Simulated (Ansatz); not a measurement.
The starting structures come from a database of crystals and need not be the phases stable at ambient conditions.

 Where the default PAW files enter, the runs use the earlier of Ansatz's two default sets.

Tunnelling through a barrier is set by its complex band structure: the current falls as exp(−2κd) with the smallest κ.

Here is the system:

```
CELL_PARAMETERS angstrom
      4.72108     0.00000     0.00000
      0.00000     7.63690     0.00000
      2.36054     0.00000     4.03615
ATOMIC_POSITIONS crystal
  Cd 0.15153 0.00017 0.69694
  Cd 0.84847 0.50017 0.30306
  Te 0.81781 0.12483 0.36438
  Te 0.18219 0.62483 0.63562
```

Space group of this cell: Cmc2_1. The cell is taken as given; by r2SCAN its mean pressure is -1.2 GPa.

Transport runs along the normal of the first two printed cell vectors.

The gap is the functional's own. No spin-orbit coupling. Mid-gap values are interpolated on the energy grid.

**Question.** Predict the band gap and the smallest decay constant κ at mid-gap from r2SCAN run with Ansatz (a quantum-chemistry and plane-wave program).

**Answer.** Gap 1.10 eV on a 8×4×8 mesh; κ = 0.084 1/Å, at the zone centre.
